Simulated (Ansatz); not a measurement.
Seebeck coefficient (μV/K, mean over directions) of n-type Rb$_{2}$PdBr$_{6}$ (Fm-3m) against carrier density, PBEsol, rigid bands run with Ansatz (a first-principles code). Computed gap 0.42 eV; densities at which minority carriers matter at this gap, or further valleys turn the trend, are left out. Conductivity mass 0.45 mₑ (harmonic mean over directions), N_c = 2.2e19 cm⁻³ at 300 K.

```
electron density  300 K
----------------  -----
1e18 cm⁻³           ___
3e18 cm⁻³           ___
1e19 cm⁻³          -282
3e19 cm⁻³           ___
1e20 cm⁻³          -114
3e20 cm⁻³           -62
1e21 cm⁻³           -29
```

Complete the blanks.


- 1e18 cm⁻³, 300 K: -477
- 3e18 cm⁻³, 300 K: -383
- 3e19 cm⁻³, 300 K: -195

Rigid bands with a gap fixed in temperature, one relaxation time for all states, no polarons or phonon drag, and whether or not such doping can be reached. Spin-orbit coupling is left out.

Computed structure with no diffraction record at hand here (it may be known, metastable or hypothetical): Rb2PdBr6 (Fm-3m).
